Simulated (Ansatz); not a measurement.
The starting structures come from a database of crystals and need not be the phases stable at ambient conditions.

 Where the default PAW files enter, the runs use the earlier of Ansatz's two default sets.

Inside the gap of an insulator the Bloch states are evanescent, with a wavenumber k + iκ along the transport direction.

Here is the system:

```
SnO2
1.0
    5.17526     0.00000     0.00000
    0.00000     7.31892     0.00000
    0.00000     3.65946     3.65946
Sn O
4 8
Direct
  0.50000   0.00000   0.50000
  0.00000   0.50000   0.00000
  0.50000   0.50000   0.50000
  0.00000   0.00000   0.00000
  0.16110   0.66110   0.50000
  0.83890   0.33890   0.50000
  0.66110   0.83890   0.00000
  0.33890   0.16110   0.00000
  0.83890   0.16110   0.17780
  0.16110   0.83890   0.82220
  0.33890   0.33890   0.32220
  0.66110   0.66110   0.67780
```

Space group of this cell: Pa-3. The cell is taken as given; by LDA its mean pressure is -12.7 GPa.

Transport runs along the normal of the first two printed cell vectors, the (110) plane of the conventional cell.

The gap is the functional's own. No spin-orbit coupling. Mid-gap values are interpolated on the energy grid.

**Question.** Predict the band gap and the smallest decay constant κ at mid-gap from LDA (Ansatz, an electronic-structure program).

**Answer.** Gap 0.46 eV on a 8×8×8 mesh; κ = 0.063 1/Å, at the zone centre.
